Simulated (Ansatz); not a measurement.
```
CELL_PARAMETERS angstrom
      4.17384     0.00000     0.00000
      0.00000     4.17384     0.00000
      0.00000     0.00000     4.17384
ATOMIC_POSITIONS crystal
  K  0.00000 0.00000 0.00000
  Zn 0.50000 0.50000 0.50000
  F  0.50000 0.00000 0.50000
  F  0.00000 0.50000 0.50000
  F  0.50000 0.50000 0.00000
```

No spin polarisation.

Calculations: DFT with PBEsol, PAW potentials and a 420 eV plane-wave cutoff in Ansatz (an electronic-structure program), without spin-orbit coupling. k-mesh 8×8×8 (Γ-centred); smearing 0.05 eV (Fermi–Dirac).

Problem. What is the computed gap character?

Solution. Indirect, R → Γ.

Problem. What pressure does the calculation give?

Solution. -5.73 GPa.

Problem. What space group does the calculation give?

Solution. Pm-3m (No. 221).

The cells carry an imposed strain or load. Whether these cells are dynamically stable was not tested. The cell was made from KZnF3 in the cubic perovskite structure (space group Pm-3m, No. 221) by this change: isotropic strain +3.00 %. Many cubic perovskites are stable only at high temperature; tilts and polar distortions were not tested.
